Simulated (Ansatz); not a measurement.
The starting structures come from a database of crystals and need not be the phases stable at ambient conditions.

 Where the default PAW files enter, the runs use the earlier of Ansatz's two default sets.

Tunnelling through a barrier is set by its complex band structure: the current falls as exp(−2κd) with the smallest κ.

Consider the following.

```yaml
crystal:
  lattice:
    - [4.14920, 0.00000, 0.00000]
    - [-2.07460, 3.59331, 0.00000]
    - [2.07460, 1.19777, 8.89582]
  atoms:
    - { symbol: Sr, position: [0.50432, 0.75216, 0.74352] }
    - { symbol: Sr, position: [0.49568, 0.24784, 0.25648] }
    - { symbol: B, position: [0.00000, 0.50000, 0.50000] }
    - { symbol: Br, position: [0.00000, 0.00000, 0.00000] }
    - { symbol: N, position: [0.10116, 0.55058, 0.34827] }
    - { symbol: N, position: [0.89884, 0.44942, 0.65173] }
```

Space group of this cell: R-3m. The cell is taken as given; by r2SCAN its mean pressure is -1.2 GPa.

Transport runs along the normal of the first two printed cell vectors, the (001) plane of the conventional cell.

No gap correction and no spin-orbit coupling; mid-gap values are interpolated between computed energies.

Task: Predict the band gap and the smallest decay constant κ at mid-gap from Ansatz (a program for electronic structure) with r2SCAN.

Result: Gap 2.78 eV on a 10×10×10 mesh; κ = 0.339 1/Å, at the zone centre.
